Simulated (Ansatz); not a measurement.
Start from LaNbN3 (space group R3c, No. 161; a = 5.802 Å, c = 14.066 Å (hexagonal axes); a hypothetical phase, not in the database extracts checked). Axes: x lies along a and z along c of the hexagonal cell.

(Cell as relaxed with PBE.)

Levels (all Ansatz, a quantum-chemistry and plane-wave program, PAW): PBE (420 eV, no spin-orbit coupling); PBEsol (420 eV, no spin-orbit coupling).

Each level relaxes its own structure.

```tsv
base	PBE	PBEsol
volume per atom	13.67 Å³	13.22 Å³
lattice parameter a	5.802 Å	5.752 Å
band gap	zero	zero
```

Modification: uniaxial strain ε_yy = +0.97 %, all other strain components held at zero; the atoms relax in the strained cell.

```json
[
 {"quantity": "pressure (mean of the normal stresses, compression positive)", "PBE": "-1.7 GPa", "PBEsol": "-2.0 GPa"},
 {"quantity": "largest internal atomic displacement", "PBE": "0.026 Å", "PBEsol": "0.039 Å"},
 {"quantity": "shortest interatomic distance", "PBE": "1.989 Å", "PBEsol": "1.984 Å"},
 {"quantity": "energy relative to the base (free energy F)", "PBE": "+1.0 meV/atom", "PBEsol": "+1.0 meV/atom"}
]
```

PBE's pressure lies 0.3 GPa above PBEsol's; PBE's largest internal atomic displacement lies 0.013 Å below PBEsol's; PBE's shortest interatomic distance lies 0.0042 Å above PBEsol's (0.2 %); the two agree on the energy relative to the base. Neither level is exact; PBEsol is the comparison here, not a measurement.

Without a gap, meshes like the base's 10×10×10 leave anisotropic stresses uncertain by several tenths of a GPa, and small strain energies with them. Stability against distortions was not tested. All final runs are without spin polarisation.
